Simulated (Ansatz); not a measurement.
SrPt2 (Fd-3m), PBEsol, DFPT electron-phonon coupling, linearised Boltzmann equation (Ansatz, a program for electronic structure): phonon-limited resistivity 26.3 μΩ·cm at 300 K, 34.6 μΩ·cm at 400 K, current-weighted mean free path 5.7 nm, Drude plasma energy 4.53 eV.

**Question.** What Drude relaxation time do resistivity and plasma energy imply?

**Answer.** ω_p = 6.88e15 s⁻¹, so τ = 1/(ε₀ ω_p² ρ) = 9.07 fs, a damping ħ/τ of 72.6 meV.

**Question.** What is the classical skin depth at 100 GHz (nonmagnetic, μ₀ = 1.257×10⁻⁶ H/m)?

**Answer.** δ = √(ρ/(π f μ₀)) = 816 nm.

**Question.** Estimate the electronic thermal conductivity at 300 K by the Wiedemann-Franz law (L₀ = 2.44×10⁻⁸ W·Ω/K²).

**Answer.** L₀T/ρ = 2.44×10⁻⁸ × 300/(26.3×10⁻⁸) = 27.8 W/(m·K). Inelastic scattering puts the true Lorenz number somewhat under L₀ near and below the Debye temperature.

A metal at this level (no band gap). Only scattering by harmonic phonons is included (no impurities, grain boundaries, electron-electron scattering or thermal expansion). Spin-orbit coupling is left out, which matters with elements this heavy. Halving the electron mesh (20x20x20) moves the resistivity by up to 4 % at 300 K, the mean free path by up to 4 %. Smearing 0.20 eV; phonons on a 3x3x3 q mesh, which this run doesn't test.

Computed structure with no diffraction record at hand here (it may be known, metastable or hypothetical): SrPt2 (Fd-3m).
